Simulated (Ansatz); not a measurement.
# LaB6, pressure series

The parent structure is LaB₆ (space group Pm-3m, No. 221; a = 4.1299 Å).

Cell and atoms are relaxed at each pressure.

Calculations: PBEsol (Ansatz, a quantum-chemistry and plane-wave program, PAW, no spin-orbit coupling).

| pressure (GPa) | volume per atom (Å³/atom) |
|---|---|
| -2 | 10.177 |
| -1 | 10.118 |
| 0 | 10.063 |
| 1.8 | 9.965 |
| 4.2 | 9.840 |
| 18 | ? |
| 30 | 8.828 |
| 45 | 8.409 |
| 60 | 8.062 |

Fit the third-order Birch–Murnaghan form P(V) = (3B₀/2)[(V₀/V)^(7/3) − (V₀/V)^(5/3)]·[1 + (3/4)(B₀′ − 4)((V₀/V)^(2/3) − 1)] (squares taken in P) to the rows shown and predict the withheld row.

Least squares on the printed values gives V₀ = 10.062 Å³/atom, B₀ = 180 GPa, B₀′ = 3.7; this predicts 9.239 Å³/atom, and the run gives 9.239 Å³/atom, in agreement.

Load acts through the strain it causes; cell and atoms are relaxed under it. Whether these cells are dynamically stable was not tested. No other phases were tried under pressure. All final runs are without spin polarisation. An odd electron count without spin: LaB6.
